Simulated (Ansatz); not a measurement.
Pair distribution function (S-W) of WS2 (2H layers), cell W32S64, with the crystal as the starting point [in the run: it stayed crystalline; mean temperature 293 K (target 300 K); density 7.73 g/cm³; Γ point only, which a denser mesh shifts by -0.4 GPa in pressure and 0.02 eV/Å in forces], from MD at 293 K. All values below come from PBE + D3(BJ) (plane waves, PAW; Ansatz, an electronic-structure program). Volume per atom 17.75 Å³, mean pressure 0.0 GPa. 

```
r (Å) | g(r)
     1.54 |  0.00
     1.58 |  0.00
     1.62 |  0.00
     1.66 |  0.00
     1.70 |  0.00
     1.74 |  0.00
     1.78 |  0.00
     1.82 |  0.00
     1.86 |  0.00
     1.90 |  0.00
     1.94 |  0.00
     1.98 |  0.00
     2.02 |  0.00
     2.06 |  0.00
     2.10 |  0.00
     2.14 |  0.00
     2.18 |  0.00
     2.22 |  0.00
     2.26 |  0.03
     2.30 | # 0.86
     2.34 | ########## 5.80
     2.38 | ######################### 15.3
     2.42 | ############################## 18.1
     2.46 | ################## 10.6
     2.50 | ###### 3.39
     2.54 | # 0.58
     2.58 |  0.07
     2.62 |  0.00
     2.66 |  0.00
     2.70 |  0.00
     2.74 |  0.00
     2.78 |  0.00
     2.82 |  0.00
     2.86 |  0.00
     2.90 |  0.00
     2.94 |  0.00
     2.98 |  0.00
     3.02 |  0.00
     3.06 |  0.00
     3.10 |  0.00
     3.14 |  0.00
     3.18 |  0.00
     3.22 |  0.00
     3.26 |  0.00
     3.30 |  0.00
     3.34 |  0.00
     3.38 |  0.00
     3.42 |  0.00
     3.46 |  0.00
     3.50 |  0.00
     3.54 |  0.00
     3.58 |  0.00
     3.62 |  0.00
     3.66 |  0.00
     3.70 |  0.00
     3.74 |  0.02
     3.78 |  0.10
     3.82 | # 0.39
     3.86 | ## 1.14
     3.90 | #### 2.44
     3.94 | ###### 3.86
     3.98 | ####### 4.48
     4.02 | ###### 3.67
     4.06 | #### 2.39
     4.10 | ## 1.11
     4.14 | # 0.34
     4.18 |  0.10
     4.22 |  0.01
     4.26 |  0.01
     4.30 |  0.00
     4.34 |  0.01
     4.38 |  0.07
     4.42 |  0.21
     4.46 | # 0.49
     4.50 | # 0.72
     4.54 | ## 0.97
     4.58 | ## 1.00
     4.62 | # 0.81
     4.66 | # 0.49
     4.70 |  0.23
     4.74 |  0.07
     4.78 |  0.01
     4.82 |  0.01
     4.86 |  0.03
     4.90 |  0.18
     4.94 | # 0.71
     4.98 | ### 1.97
     5.02 | ###### 3.74
     5.06 | ######### 5.12
     5.10 | ######### 5.25
```

From these data, give where the first shell ends and the number of neighbours in it.

g is nil from 2.7 to 3.7 Å, so any cut there serves; 3.0 W round each S and 6.0 S round each W in the shell, from n = 4πρ∫r²g(r)dr.
